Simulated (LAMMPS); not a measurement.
MD of HgS (zinc blende) at zero pressure, 4096 atoms, as a liquid; each row is its own run.

Method: classical MD, pair style sw, file CdTeZnSeHgS0.sw, run in LAMMPS.

```
T (K)  volume (Å³/atom)
-----  ----------------
770              25.696
880              26.069
990              26.545
1100             27.131
1210             27.858
1380             29.132
1540             30.660
1760             34.510
```

Task: Fit a straight line, y = a + b x, to these rows (x is the first column, y the second) and predict the run at x = 1430.

Result: Least squares gives a = 18.346 and b = 0.008394. At x = 1430 the fit predicts 30.349 Å³/atom. The run itself gave 29.46 ± 0.04 Å³/atom, so the fit is 3 % high.

Caution (row 770): enthalpy drifts during the constant-pressure average: a transition or slow ageing; fluctuation values are void.

Caution: at ambient pressure real HgS sublimes or decomposes before or as it melts, so this liquid is the model's.

Caution: a run this short can hold a crystal over, or a liquid under, the potential's own melting point, which these runs don't give.
